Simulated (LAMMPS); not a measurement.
MD from the crystal across the composition of CdSe (zinc blende) with a share x of Cd sites Hg; each row has its own temperature.

Level of theory: classical MD, pair style sw, file CdTeZnSeHgS0.sw, run in LAMMPS.

```tsv
x	volume	state	enthalpy	T (K)
0.25	28.3371 ± 0.0010 Å³/atom	crystal; no diffusion seen in 30 ps	-2.0670 ± 0.0002 eV/atom	970
0.5	28.3927 ± 0.0007 Å³/atom	crystal; no diffusion seen in 30 ps	-1.8914 ± 0.0001 eV/atom	890
0.75	28.4366 ± 0.0010 Å³/atom	crystal; no diffusion seen in 30 ps	-1.7160 ± 0.0002 eV/atom	810
```

Caution: the random arrangement on this lattice is imposed, and need not be a phase that exists in equilibrium.

Caution: a run this short can hold a crystal over, or a liquid under, the potential's own melting point, which these runs don't give.

States go by the mean squared displacement: a species diffuses where it passes 1.5 Å², still rises and gives D over 1e-6 cm²/s; a crystal has left its structure where atoms lie 0.35 Å off their sites on average or a cubic box changes its shape by 3 %, or the axial ratios of another lie 8 % off the starting cell's, which the potential's own relaxation can also do.

Errors shown are sampling errors alone.
